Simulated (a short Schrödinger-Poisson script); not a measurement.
Stack: MOS inversion layer, Si3N4 on p-type In0.53Ga0.47As, at 300 K.

```csv
layer,material,thickness (nm),Na (cm⁻³)
1,Si3N4,4,-
2,In0.53Ga0.47As,890,2e17
```

The device is made up for the run: typed textbook-type constants, with dimensions and the other settings drawn at random. Si3N4: permittivity 7.5, conduction-band edge (eV) 2.41, gap (eV) 5.1, electron mass (mₑ) 0.5. In0.53Ga0.47As: permittivity 13.9, conduction-band edge (eV) 0, gap (eV) 0.74, Nv at 300 K (cm⁻³) 7.7e18.

Channel valleys (confinement mass, in-plane density-of-states mass, number): Γ 0.041, 0.041, 1. At the gate the conduction-band edge of layer 1 lies 2.68 eV − eVg above the Fermi level of the channel; the field vanishes at the back. Gaps are held at their typed values at every temperature. Mesh 0.03 nm at interfaces.

From a short Schrödinger-Poisson script (our own, NumPy): 1D Poisson equation in equilibrium, electrons quantum, Hartree (BenDaniel-Duke, 12 states a valley, the channel's in-plane mass for all, wave functions free to enter the dielectric), parabolic valleys, classical holes, full ionisation, no traps, pinning or gate leakage.

The same stack at other levels of the model or other numerical settings:

| run | sheet density of all electrons at Vg = 1.9 V (cm⁻²) | sheet density of all electrons at Vg = 0.7 V (cm⁻²) | capacitance at Vg = 1.9 V (μF/cm²) | centroid of the channel electrons at Vg = 1.9 V (nm) | rough cost against the base |
|---|---|---|---|---|---|
| base | 8.12e12 | 8.39e11 | 1.06 | 3.61 | about 1 |
| electrons treated as classical, Boltzmann | 1.33e13 | 1.74e12 | 1.60 | … | 0.05 |
| electrons treated as classical, Fermi-Dirac | 8.06e12 | 9.80e11 | 1.03 | 3.58 | 0.3 |
| electrons treated as quantum, Hartree plus LDA exchange-correlation | 8.27e12 | … | 1.07 | 3.54 | 2 |
| mesh six times as coarse | 8.07e12 | 8.21e11 | 1.06 | … | 0.3 |
| one subband a valley | 7.37e12 | 8.33e11 | 0.942 | 2.58 | about 1 |

Q: What belongs in the gaps?

A: 
- electrons treated as quantum, Hartree plus LDA exchange-correlation, sheet density of all electrons at Vg = 0.7 V (cm⁻²): 9.01e11
- mesh six times as coarse, centroid of the channel electrons at Vg = 1.9 V (nm): 3.63
- electrons treated as classical, Boltzmann, centroid of the channel electrons at Vg = 1.9 V (nm): 0.53

The classical rows ignore confinement, and Boltzmann statistics overrate the density once the band edge passes the Fermi level.

Above a few 1e12 electrons/cm² a light Γ valley is non-parabolic and upper valleys begin to fill, which the model leaves out.
